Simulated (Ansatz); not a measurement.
A computed series for hypothetical zinc blende PbTe: thickness series

The reference is PbTe in the zinc blende structure (space group F-43m, No. 216; a = 7.335 Å; a hypothetical phase, not in the database extracts checked). Axes: x, y, z lie along the cube axes.

Free-standing slabs (2 atom(s) a layer) normal to [110] with 15 Å of vacuum; in-plane cell held at bulk.

Calculations: PBE (Ansatz, an electronic-structure program, PAW, no SOC).

Notes on the quantities. layer's space group: with vacuum.

| case | band gap | gap character | layer's space group |
|---|---|---|---|
| base | 0.63 eV | – | – |
| 1 layer | 0.87 eV | indirect, Z–U (29 % along) → X | Pmm2 (No. 25) |
| 2 layers | [?] | [?] | Pmn2_1 (No. 31) |
| 3 layers | 0.93 eV | indirect, Γ–X (43 % along) → Z | Pmm2 (No. 25) |

**Question.** What belongs in the blanks?

**Answer.** 
- 2 layers, band gap: 1.38 eV
- 2 layers, gap character: indirect, Γ–X (43 % along) → Γ

Spin-orbit coupling, missing from the scalar runs, can matter with Pb and Te. Whether these cells are dynamically stable was not tested. k-point labels follow each cell's own Brillouin zone.
